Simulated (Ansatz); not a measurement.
# Hypothetical P4_2/mnm MgO, pressure series

The parent structure is MgO (space group P4_2/mnm, No. 136; a = 5.5103 Å, c = 3.2763 Å; a hypothetical phase, not in the database extracts checked).

Cell and atoms are relaxed at each pressure.

Method: PBEsol/PAW in Ansatz (a quantum-chemistry and plane-wave program), no spin-orbit coupling.

Two rows of this table had their results exchanged by mistake.

```
pressure          volume per atom (Å³)  shortest distance (Å)  band gap
----------------  --------------------  ---------------------  --------
pressure −2 GPa                  12.67                  1.968   3.28 eV
pressure −1 GPa                  12.55                  1.962   3.32 eV
pressure 0.3 GPa                 12.40                  1.954   3.37 eV
pressure 0.7 GPa                 12.36                  1.952   3.38 eV
pressure 1.5 GPa                 11.66                  1.917   3.61 eV
pressure 3 GPa                   12.11                  1.939   3.47 eV
pressure 5 GPa                   11.90                  1.929   3.53 eV
pressure 7.5 GPa                 12.27                  1.947   3.41 eV
pressure 10 GPa                  11.39                  1.906   3.67 eV
```

### Question
Which two?

### Answer
The rows for pressure 1.5 GPa and pressure 7.5 GPa: the volume has to fall steadily with pressure, so 12.27 Å³ belongs to pressure 1.5 GPa and 11.66 Å³ to pressure 7.5 GPa.

Load acts through the strain it causes; cell and atoms are relaxed under it. Whether these cells are dynamically stable was not tested. No other phases were tried under pressure.
